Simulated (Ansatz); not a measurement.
Quartz-high SiO2 (high-temperature phase), treated with r²SCAN+rVV10 (Ansatz, a first-principles code, plane waves, PAW).

The input as run:

Ansatz 0.2 input:
```yaml
crystal:
  lattice:
    - [2.5580714794, -4.4307097718, 0.0]
    - [2.5580714794, 4.4307097718, 0.0]
    - [0.0, 0.0, 5.6078105577]
  atoms:
    - { symbol: Si, position: [0.5, 0.5, 0.3333333333] }
    - { symbol: Si, position: [0.5, 0.0, 0.0] }
    - { symbol: Si, position: [0.0, 0.5, 0.6666666667] }
    - { symbol: O, position: [0.2076457832, 0.7923542168, 0.8333333333] }
    - { symbol: O, position: [0.2076457832, 0.4152915664, 0.5] }
    - { symbol: O, position: [0.5847084336, 0.7923542168, 0.1666666667] }
    - { symbol: O, position: [0.7923542168, 0.2076457832, 0.8333333333] }
    - { symbol: O, position: [0.7923542168, 0.5847084336, 0.5] }
    - { symbol: O, position: [0.4152915664, 0.2076457832, 0.1666666667] }
basis:
  ecutwfc: 560
  ecutrho_ratio: 4
  xc_grid: 3
kpoints:
  mp_grid: { grid: [12, 12, 6] }
hamiltonian:
  xc: r2scan
  dispersion: rvv10
  pseudopotentials: { kind: paw }
scf:
  occupations: { method: fermi_dirac, width: 0.01 }
output:
  forces: true
  stress: true
  eigenvalues: true
relax:
  f_tol: 0.004
  escape_saddle: false
  max_steps: 80
  cell: { stress_tol: 0.02, fix: [volume] }
```

The run printed, among other lines:

```
Relaxation: its limit of steps is 80 (relax.max_steps)
Crystal: 9 atoms, lattice volume = 127.119 Å³
Basis set: ecut = 560 eV, 3837 PW (Γ), exchange–correlation on 120×120×135 points (27 copies of the dense FFT grid, shifted against one another)
Bands: 33, of which v1, the nominal top of the filled ones, is band 24 counted from 1 (23 counted from 0)
Symmetry: 12 space group operations
Space group: P6222 (ITA 180), of the structure as read, at distance tolerance 5.0e-5 Å
k-points: 76 of 864 (time reversal used)
Functional: x = r2scan, c = r2scan + rvv10(b = 11.95, C = 0.0093); τ floored in thin density (d = 2e-4 eV/Å³)
SCF iter   1: F=—  HF=-5336.599446 eV  |F-HF|=—  |Δ(HF+E_count)|=         —  Δρ=5.97e-3  dr2=4.22e-2  dr2_τ=6.95e-1
SCF iter   2: F=—  HF=-5336.842645 eV  |F-HF|=—  |Δ(HF+E_count)|=   2.43e-1  Δρ=4.32e-3  dr2=1.66e-2  dr2_τ=8.77e-4
  ...
SCF 1 converged in 8 iterations: F = -5336.839628 eV  dr2 = 1.74e-9
Crystal: 9 atoms, lattice volume = 127.119 Å³
Initial density: handed on by an earlier stage of this run
SCF 2 converged in 6 iterations: F = -5336.848550 eV  dr2 = 9.97e-8
Crystal: 9 atoms, lattice volume = 127.119 Å³
SCF 3 converged in 7 iterations: F = -5336.864925 eV  dr2 = 1.23e-8
Crystal: 9 atoms, lattice volume = 127.119 Å³
SCF 4 converged in 5 iterations: F = -5336.864932 eV  dr2 = 1.09e-9
Crystal: 9 atoms, lattice volume = 127.119 Å³
SCF iter   4: F=—  HF=-5336.864954 eV  |F-HF|=—  |Δ(HF+E_count)|=   1.77e-8  Δρ=2.40e-7  dr2=3.67e-11  dr2_τ=1.47e-11
SCF iter   5: F=-5336.864954 eV  HF=-5336.864954 eV  |F-HF|=0.00e0  |Δ(HF+E_count)|=  1.27e-11  Δρ=5.73e-8  dr2=2.09e-12  dr2_τ=5.19e-13
SCF 5 converged in 5 iterations: F = -5336.864954 eV  dr2 = 2.09e-12
SCF converged after 5 iterations
Free energy (F): -5336.864954 eV
Internal energy: -5336.864954 eV  (E = F + TS)
E sigma→0 (E₀):  -5336.864954 eV
Fermi energy:    4.153181 eV
--- Forces (eV/Å), atoms counted from 1 ---
  atom   1  Si    -0.00000000     0.00000000     0.00000000
  atom   2  Si     0.00000000    -0.00000000     0.00000000
  atom   3  Si     0.00000000    -0.00000000    -0.00000000
  atom   4  O     -0.00000000     0.00002512     0.00000000
  atom   5  O     -0.00002176    -0.00001256    -0.00000000
  atom   6  O      0.00002176    -0.00001256    -0.00000000
  atom   7  O     -0.00000000    -0.00002512    -0.00000000
  atom   8  O      0.00002176     0.00001256     0.00000000
  atom   9  O     -0.00002176     0.00001256     0.00000000
--- Stress (GPa, compression-positive) ---
       -5.410821       0.000000       0.000000
        0.000000      -5.410821      -0.000000
        0.000000      -0.000000      -5.398692
  P = ⅓ Tr σ = -5.4068 GPa (-54.068 kbar)
```

The cell is one volume of an energy–volume scan, off the minimum.

The PAW data were made under PBE.

Note: symmetry holds this phase in the static calculation, where it need not be a minimum. Note: held by symmetry at 0 K, a high-temperature phase can be a saddle point. Note: the volume lies 7 % above that of the published cell.
